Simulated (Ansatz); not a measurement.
Several settings converged on SbAs (R3m, 2 atoms in the cell)

```yaml
crystal:
  lattice:
    - [2.02662, 1.17007, 3.70544]
    - [-2.02662, 1.17007, 3.70544]
    - [0.00000, -2.34014, 3.70544]
  atoms:
    - { symbol: Sb, position: [0.23360, 0.23360, 0.23360] }
    - { symbol: As, position: [0.77090, 0.77090, 0.77090] }
```

Base method: LDA (PW92), default PAW files made with PBE (plane waves; Ansatz, an electronic-structure program).

Base settings: basis.ecutwfc = 420 eV; kpoints.mp_grid.grid = 10 10 10; hamiltonian.xc = lda; hamiltonian.pseudopotentials = {kind: paw} (the program's default PAW files); scf.occupations.method = fermi_dirac; scf.occupations.width = 0.1 eV.

The count of work is k-points × plane waves × bands × iterations; it is no time. 

**The k-point mesh at a smearing width of 0.02 eV**

In this ladder: scf.occupations.width = 0.02 eV.

Only quantities that move along the ladder and can be compared are tabulated.

| kpoints.mp_grid.grid | free energy less the last step's (meV/atom) | pressure (GPa) | largest difference of a force vector from the last step's (eV/Å) | count of work / last |
|---|---|---|---|---|
| 4 4 4 | -38.95 | -3.74 | 0.224 | 0.0096 |
| 5 5 5 | -23.25 | -3.67 | 0.127 | 0.014 |
| 6 6 6 | -18.00 | -3.50 | 0.063 | 0.024 |
| 7 7 7 | -11.10 | -3.47 | 0.023 | 0.038 |
| 9 9 9 | -4.57 | -3.36 | 0.002 | 0.074 |
| 11 11 11 | -1.98 | -3.37 | 0.007 | 0.13 |
| 13 13 13 | -0.77 | -3.36 | 0.013 | 0.20 |
| 19 19 19 | 0.13 | -3.35 | 0.000 | 0.58 |
| 23 23 23 | 0.00 | -3.35 | 0.000 | 1.0 |

Coarsest kpoints.mp_grid.grid that holds the pressure within 0.1 GPa of the last step, with all finer ones: 9 9 9, at 0.074 of the last step's count of work; the step before is off by 0.12 GPa.

Coarsest kpoints.mp_grid.grid that holds the forces within 0.01 eV/Å of the last step, with all finer ones: 19 19 19; the step before is off by 0.013 eV/Å.

Coarsest kpoints.mp_grid.grid that holds the free energy within 5 meV/atom of the last step, with all finer ones: 9 9 9, at 0.074 of the last step's count of work; the step before is off by 11 meV/atom.

**The width of Fermi-Dirac smearing**

In this ladder: kpoints.mp_grid.grid = 16 16 16.

Narrow widths need finer meshes than wide ones, so the last steps can hold mesh noise.

Only quantities that move along the ladder and can be compared are tabulated; pressure and forces are left out, as mesh noise rules them at narrow widths.

| scf.occupations.width | free energy less the last step's (meV/atom) | energy extrapolated to zero width less the last step's (meV/atom) |
|---|---|---|
| 1 eV | -739.39 | 122.11 |
| 0.5 eV | -135.86 | 35.20 |
| 0.3 eV | -36.85 | 9.88 |
| 0.2 eV | -12.97 | 3.15 |
| 0.1 eV | -2.04 | 0.29 |
| 0.05 eV | 0.00 | 0.00 |

Widest scf.occupations.width that holds the free energy within 5 meV/atom of the last step, with all finer ones: 0.1 eV; the step before is off by 13 meV/atom.

Widest scf.occupations.width that holds the energy extrapolated to zero width within 1 meV/atom of the last step, with all finer ones: 0.1 eV; the step before is off by 3.2 meV/atom.

The extrapolation to zero width removes most of the smearing's effect on the energy.

**The width of cold smearing**

In this ladder: kpoints.mp_grid.grid = 16 16 16; scf.occupations.method = cold.

Narrow widths need finer meshes than wide ones, so the last steps can hold mesh noise.

Only quantities that move along the ladder and can be compared are tabulated; pressure and forces are left out, as mesh noise rules them at narrow widths.

| scf.occupations.width | free energy less the last step's (meV/atom) |
|---|---|
| 0.5 eV | 2.64 |
| 0.3 eV | 0.54 |
| 0.2 eV | 0.28 |
| 0.1 eV | 0.10 |
| 0.05 eV | 0.00 |

Widest scf.occupations.width that holds the free energy within 2 meV/atom of the last step, with all finer ones: 0.3 eV; the step before is off by 2.6 meV/atom.

On the base run: the starting cell comes from a database of computed structures (which also holds hypothetical and non-ambient phases and stackings), without a prior relaxation at this level. Its lattice was rescaled by up to half a per cent. One atom was moved a little off its site on purpose. In the base run, with a pressure of about -3 GPa the cell is away from its equilibrium volume at this level. Ansatz's pressure includes its estimate of the finite-basis (Pulay) stress. The run gives no clean gap (levels at the Fermi energy touch, overlap or are partly filled at this smearing), which alone does not show that the compound is a metal.

Left out of this page: 4 runs of the series outside the window shown, repeating another row's setting, or not comparable; 1 run of the series unsound by tests on forces, stress, charge or solver warnings.

Keys are those of Ansatz 0.2.
